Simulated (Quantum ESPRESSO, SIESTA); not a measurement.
A Quantum ESPRESSO input for a relaxation of cell and atoms of Cu (Fm-3m, 1 atom in the cell) (DFT, PBE, plane waves, PSlibrary ultrasoft (PBE) pseudopotentials):

```fortran
&CONTROL
  calculation = 'vc-relax'
  prefix = 'cu'
  outdir = './work'
  pseudo_dir = './'
/
&SYSTEM
  ibrav = 0
  nat = 1
  ntyp = 1
  ecutwfc = 50
  ecutrho = 300
  occupations = 'smearing'
  smearing = 'fermi-dirac'
  degauss = 0.0073499
/
&ELECTRONS
  conv_thr = 1.0e-11
  mixing_beta = 0.4
/
&IONS
/
&CELL
/
ATOMIC_SPECIES
Cu    63.5460  Cu.pbe-dn-rrkjus_psl.1.0.0.UPF
CELL_PARAMETERS {angstrom}
   0.000000000     1.776552000     1.776552000
   1.776552000     0.000000000     1.776552000
   1.776552000     1.776552000     0.000000000
ATOMIC_POSITIONS {crystal}
Cu    0.000000000    0.000000000    0.000000000
K_POINTS {automatic}
21 21 21  0 0 0
```

Give the SIESTA input for the same structure, mesh, smearing and functional.

One input that does it (others would too):

```
# files in the folder: Cu.psml (PseudoDojo PBE standard)
SystemName  Cu
SystemLabel Cu

NumberOfAtoms                1
NumberOfSpecies              1
%block ChemicalSpeciesLabel
  1 29 Cu
%endblock ChemicalSpeciesLabel
LatticeConstant              1.0 Bohr
%block LatticeVectors
     0.000000000    3.357196726    3.357196726
     3.357196726    0.000000000    3.357196726
     3.357196726    3.357196726    0.000000000
%endblock LatticeVectors
AtomicCoordinatesFormat      Bohr
%block AtomicCoordinatesAndAtomicSpecies
     0.000000000    0.000000000    0.000000000  1
%endblock AtomicCoordinatesAndAtomicSpecies

XC.functional                GGA
XC.authors                   PBE
PAO.BasisSize                DZP
PAO.EnergyShift              0.01 Ry
MeshCutoff                   300 Ry
%block kgrid.MonkhorstPack
   21   0   0  0.0
    0  21   0  0.0
    0   0  21  0.0
%endblock kgrid.MonkhorstPack
OccupationFunction           FD
ElectronicTemperature        0.1 eV

MaxSCFIterations             150
SCF.Mixer.Method             Pulay
SCF.Mixer.Weight             0.2
SCF.Mixer.History            8
SCF.DM.Tolerance             1.0E-04
Diag.ParallelOverK           true
MD.TypeOfRun                 Broyden
MD.Steps                     40
MD.MaxForceTol               0.02 eV/Ang
MD.VariableCell              true
MD.MaxStressTol              0.05 GPa
WriteForces                  true
```

Basis, cutoffs, solver keys and any potentials are the target program's own. This input uses DFT, GGA PBE, numerical atomic orbitals DZP, PseudoDojo PBE standard norm-conserving potentials (rewritten from UPF to PSML).

The starting cell comes from a database of computed structures (which also holds hypothetical and non-ambient phases and stackings), without a prior relaxation at this level. Its lattice was rescaled by a random factor within 2.5 % of one.
